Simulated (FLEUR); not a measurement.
Band structure of GaIr (Pm-3m, 2 atoms in the cell).

```yaml
crystal:
  lattice:
    - [3.02850, 0.00000, 0.00000]
    - [0.00000, 3.02850, 0.00000]
    - [0.00000, 0.00000, 3.02850]
  atoms:
    - { symbol: Ga, position: [0.00000, 0.00000, 0.00000] }
    - { symbol: Ir, position: [0.50000, 0.50000, 0.50000] }
```

Method of the run: FLEUR with PBEsol, all-electron FLAPW (FLEUR), scalar-relativistic valence.

Settings: Kmax = 4.3 1/bohr; GmaxXC = 12.9 1/bohr; xcFunctional = PBEs; jspins = 1; l_soc = F; mode = hist; fermiSmearingEnergy = 0.00367493 Htr; mesh (inpgen div1-3) = 9 9 9; inpgen gamma flag = false; Gmax = 12.9 1/bohr; numbands = 0; maxIterBroyd = 40; imix = Anderson; alpha = 0.05.

The starting cell comes from a database of computed structures (which also holds hypothetical and non-ambient phases and stackings), without a prior relaxation at this level. Spin-orbit coupling is off. Spin polarisation is off. Values depend on the basis (sphere radii, cutoffs, local orbitals), which need not be converged.

Levels in eV from the Fermi level, bands 11 to 18:
```json
[
 {"point": "Γ", "11": "-5.04", "12": "-1.38", "13": "-1.38", "14": "-1.38", "15": "3.84", "16": "3.84", "17": "3.84", "18": "9.24"},
 {"point": "X", "11": "-4.71", "12": "-3.52", "13": "-3.52", "14": "-1.33", "15": "0.29", "16": "8.70", "17": "10.96", "18": "10.97"},
 {"point": "M", "11": "-3.33", "12": "-3.33", "13": "-2.53", "14": "-2.53", "15": "-0.13", "16": "2.86", "17": "3.50", "18": "8.28"},
 {"point": "R", "11": "-6.53", "12": "-1.66", "13": "-0.03", "14": "-0.03", "15": "3.54", "16": "3.54", "17": "3.54", "18": "6.26"}
]
```
